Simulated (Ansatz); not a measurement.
The starting structures come from a database of crystals and need not be the phases stable at ambient conditions.

 Where the default PAW files enter, the runs use the earlier of Ansatz's two default sets.

Inside the gap of an insulator the Bloch states are evanescent, with a wavenumber k + iκ along the transport direction.

Here is the system:

```
CELL_PARAMETERS angstrom
      3.94428     0.00000     0.00000
      0.00000     7.81699     0.00211
      1.97214    -3.17639     4.96679
ATOMIC_POSITIONS crystal
  Hg 0.00000 0.50000 0.00000
  Pb 0.81902 0.24976 0.36195
  Pb 0.18098 0.75024 0.63805
  Cl 0.43009 0.84349 0.13982
  Cl 0.56991 0.15651 0.86018
  O  0.19299 0.43264 0.61403
  O  0.80701 0.56736 0.38597
```

Space group of this cell: C2/m. The cell was relaxed by PBE-D3(BJ).

Transport runs along the normal of the first two printed cell vectors.

No gap correction and no spin-orbit coupling; mid-gap values are interpolated between computed energies.

Estimate the band gap and the smallest decay constant κ at mid-gap that r2SCAN (Ansatz, an electronic-structure program) returns for this system.

Gap 2.68 eV on a 8×6×8 mesh; κ = 0.334 1/Å, at (0.375, 0.000) of the in-plane reciprocal vectors. At the zone centre, at the nearest computed energy, the slowest state has κ = 0.43 1/Å.
